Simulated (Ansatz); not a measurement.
Given:

```xyz
2
Lattice="3.6636 0.0000 0.0000 1.8318 3.1728 0.0000 1.8318 -1.0576 3.0103" Properties=species:S:1:pos:R:3 pbc="T T T"
Mg     0.0000     0.0000     0.0000
S      1.8318     1.0576     1.5051
```

No spin polarisation.

Calculations: plane-wave PAW DFT at the r2SCAN level (Ansatz, a quantum-chemistry and plane-wave program, 500 eV), scalar-relativistic without spin-orbit coupling. k-mesh 11×11×11 (Γ-centred); smearing 0.05 eV (Fermi–Dirac).

Task: What gap character does the calculation give?

Result: Indirect, Γ → F.

Task: Predict the valence-band top at Γ (three highest levels, from the VBM).

Result: 0.00, 0.00, -0.06 eV.

Task: Estimate the pressure (mean of the normal stresses, compression positive).

Result: 0.51 GPa.

The cells carry an imposed strain or load. Stability against distortions was not tested. The cell was made from MgS in the rock salt structure (space group Fm-3m, No. 225) by this change: biaxial strain −0.42 %, plane normal [111], relaxed out of plane.
